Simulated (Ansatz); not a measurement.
Take PbTe in the rock salt structure (space group Fm-3m, No. 225; a = 6.569 Å) as the base. Axes: x, y, z lie along the cube axes.

All numbers come from Ansatz (a program for electronic structure) PBE, scalar-relativistic without spin-orbit coupling.

One thing is altered: the cell is scaled by 1.0300 in all directions; the atoms relax in the strained cell.

Task: Predict the stress tensor and what it implies for the stiffness.

Result: Stress of the strained cell less that of the base (GPa, compression positive):
```
  -2.79    0.00    0.00
   0.00   -2.79    0.00
   0.00    0.00   -2.79
```

Then B = −ΔP/(ΔV/V₀) with ΔV/V₀ = 0.0927 gives secant stiffness values (nonlinear terms included at this strain): B ≈ 30 GPa.

As a check, the harmonic strain energy −½ V₀ Δσ:ε is 28 meV/atom; the computed energy rise is 31 meV/atom.

No phonon test of stability was made.
